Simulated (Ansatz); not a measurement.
**Ga (model structure, started from the diamond type, Fd-3m, No. 227, 2 atoms in the cell)**

Computed with PBEsol in Ansatz (plane waves, PAW).

Numerical settings: plane-wave cutoff 520 eV, 18×18×18 k mesh, Fermi–Dirac smearing 0.05 eV, scalar-relativistic PAW data made under PBE.

Cell (relaxed at this level):

```cif
data_Ga8
_chemical_formula_sum 'Ga8'
_space_group_name_H-M_alt 'Fd-3m :1'
_space_group_IT_number 227
_space_group_name_Hall 'F 4d 2 3 -1d'
_cell_length_a 5.75881
_cell_length_b 5.75881
_cell_length_c 5.75881
_cell_angle_alpha 90.000
_cell_angle_beta 90.000
_cell_angle_gamma 90.000
loop_
_atom_site_label
_atom_site_type_symbol
_atom_site_symmetry_multiplicity
_atom_site_Wyckoff_symbol
_atom_site_fract_x
_atom_site_fract_y
_atom_site_fract_z
_atom_site_occupancy
Ga1 Ga 8 b 0.50000 0.50000 0.50000 1
```
(The calculation used a cell of 2 atoms; values per cell refer to that cell.)

| Item | Value |
|---|---|
| band gap | none |
| bulk modulus B0 | 43.6 GPa |

Note: the bulk modulus is −V dP/dV from two relaxed cells at ±2 % in volume; the relaxation could raise the start's symmetry but not lower it, so the cell can be a saddle point.

Spin–orbit coupling is not included.

Computed values are for the static lattice.

Cost on a shared machine: roughly 70 core-seconds.

A model structure was made by putting elements into a prototype or built by hand; it is no filed structure, need not be a known phase, and can be a saddle point held by its symmetry.

Ansatz is an electronic-structure program.
